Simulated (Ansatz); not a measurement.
**WGe (model structure, started from the NbAs type, I4₁md, No. 109, 4 atoms in the cell)**

Level of theory: PBE (Ansatz, a first-principles code, plane waves, PAW).

Settings: plane-wave cutoff 500 eV, 16×16×16 k mesh, Fermi–Dirac smearing 0.05 eV, no spin polarisation, scalar-relativistic PAW data made under PBE.

Cell (relaxed at this level):

```xyz
4
Lattice="-1.7224 1.7224 5.4971 1.7224 -1.7224 5.4971 1.7224 1.7224 -5.4971" Properties=species:S:1:pos:R:3 pbc="T T T"
W      0.0000     0.0000     8.1990
W      0.0000     1.7224    -0.0466
Ge     0.0000     0.0000     1.8716
Ge     0.0000     1.7224     4.6201
```

| Quantity | Value |
|---|---|
| band gap | zero (no gap) |

Note: the relaxation could raise the start's symmetry but not lower it, so the cell can be a saddle point.

Spin–orbit coupling is not included.

The computed numbers hold no vibrational or temperature effects.

The result took very roughly 4 core-minutes.

A model structure was made by putting elements into a prototype or built by hand; it is no filed structure, need not be a known phase, and can be a saddle point held by its symmetry.
